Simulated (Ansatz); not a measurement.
**What pressure 2.1 GPa does to InAgTe2**

Consider InAgTe2 in the chalcopyrite structure (space group I-42d, No. 122; a = 6.354 Å, c = 12.637 Å).

The change: cell and atoms relaxed at a pressure of 2.1 GPa.

The values are results of Kohn–Sham DFT with the LDA functional, run in Ansatz (a quantum-chemistry and plane-wave program) with PAW and 420 eV plane waves, without spin-orbit coupling, not measurements. Γ-centred 7×7×7 mesh, Fermi–Dirac width 0.05 eV.

```json
[
 {"quantity": "volume per atom", "base": "31.88 Å³", "changed": "30.68 Å³", "shift": "-1.20 Å³"},
 {"quantity": "density", "base": "6.22 g/cm³", "changed": "6.47 g/cm³", "shift": "+0.244 g/cm³"},
 {"quantity": "lattice parameter a", "base": "6.354 Å", "changed": "6.274 Å", "shift": "-0.080 Å"},
 {"quantity": "shortest interatomic distance", "base": "2.709 Å", "changed": "2.673 Å", "shift": "-0.036 Å"},
 {"quantity": "enthalpy H = E + PV relative to the base's energy", "base": "–", "changed": "+0.41 eV/atom", "shift": "–"},
 {"quantity": "band gap", "base": "zero", "changed": "0.13 eV", "shift": "–"},
 {"quantity": "valence-band top at Γ (three highest levels, from the VBM)", "base": "–", "changed": "0.00, -0.06, -0.06 eV", "shift": "–"},
 {"quantity": "valley order (the lowest conduction-band minima on the path, energy above the VBM, named in the base's zone)", "base": "Γ 0.04 eV; X (0, 0, 1/2) 0.80 eV; M (1/2, 1/2, 1/2) 1.43 eV", "changed": "Γ 0.13 eV; X (0, 0, 1/2) 0.84 eV; M (1/2, 1/2, 1/2) 1.43 eV", "shift": "–"}
]
```

Final structure:

```yaml
crystal:
  lattice:
    - [-3.13678, 3.13678, 6.23667]
    - [3.13678, -3.13678, 6.23667]
    - [3.13678, 3.13678, -6.23667]
  atoms:
    - { symbol: In, position: [0.50000, 0.50000, 0.00000] }
    - { symbol: In, position: [0.25000, 0.75000, 0.50000] }
    - { symbol: Te, position: [0.37500, 0.36429, 0.48929] }
    - { symbol: Te, position: [0.63571, 0.12500, 0.01071] }
    - { symbol: Te, position: [0.87500, 0.88571, 0.51071] }
    - { symbol: Te, position: [0.11429, 0.62500, 0.98929] }
    - { symbol: Ag, position: [0.00000, 0.00000, 0.00000] }
    - { symbol: Ag, position: [0.75000, 0.25000, 0.50000] }
```

With Te present, leaving out spin-orbit coupling can change the band edges. Load acts through the strain it causes; cell and atoms are relaxed under it. Stability against distortions was not tested. All final runs are without spin polarisation. Gaps under 0.05 eV, about the width of the smearing, are given as zero. The zero or small gap of InAgTe2 can change with the level of theory.
